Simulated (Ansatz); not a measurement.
Migration barriers of interstitials in oxides: PBE bands (Ansatz, an electronic-structure program, plane waves to 420 eV, PAW, climbing-image NEB) beside r2SCAN single points (500 eV) at the PBE geometries. Forward barriers of single hops from the lowest site run, static nuclei, no finite-size correction. The rows are a random draw from the bands that converged and passed our checks of state and shape. Saddle orders were checked for a part of the study's bands only and are not shown. Charge states are imposed.

| Defect | Route | Hop (Å), direction in the unit cell | End over start, densest mesh run (eV) | Cell and PBE mesh | r2SCAN k-points | PBE (eV) |
|---|---|---|---|---|---|---|
| interstitial Na in corundum, charge +1 | Na moves farthest | 2.78 along (-0.33, 0.33, 0.01) | 0.79 | 120 sites, Γ | same mesh | 2.39 |
| interstitial Cu in alpha cristobalite, charge +1 | Cu moves farthest | 2.56 along (0.03, -0.50, 0.03) | 0.00 | 96 sites, Γ | same mesh | 0.20 |
| interstitial Cu in rock-salt CaO, charge +1 | Cu moves farthest | 1.21 along (0.00, 0.00, -0.25) | 0.07 | 64 sites, Γ | same mesh | 0.08 |
| interstitial Na in bixbyite In2O3, charge +1 | Na moves farthest | 2.18 along (-0.12, 0.13, 0.12) | 0.56 | 80 sites, one k-point at (0.250, 0.250, 0.250) | same mesh | 1.02 |
| interstitial Na in rock-salt MgO, charge +1 | Na moves farthest | 2.11 along (0.00, 0.00, -0.50) | 0.00 | 64 sites, Γ | same mesh | 0.57 |
| interstitial Li in rock-salt MgO, charge +1 | Li moves farthest | 2.12 along (0.50, 0.00, 0.00) | 0.00 | 64 sites, Γ | same mesh | 1.38 |
| interstitial O in alpha quartz, charge 0 | O moves farthest | 1.22 along (0.05, -0.04, -0.21) | 0.00 | 72 sites, Γ | same mesh | 1.18 |
| interstitial Li in alpha quartz, charge +1 | Li moves farthest | 1.82 along (0.02, -0.02, -0.33) | 0.00 | 72 sites, Γ | same mesh | 0.13 |

Question: What does r2SCAN give for each row, and how does it differ from PBE over these rows?

Answer: In the order of the rows: 2.46, 0.20, 0.11, 1.02, 0.58, 1.42, 1.37, 0.13 eV. Against PBE it lies higher in 3 of 8 rows and lower in 0 (differences over 0.03 eV). The mean difference is +0.04 eV (median +0.02) and the mean size 0.04 eV; the largest, +0.19 eV, is in row 7.
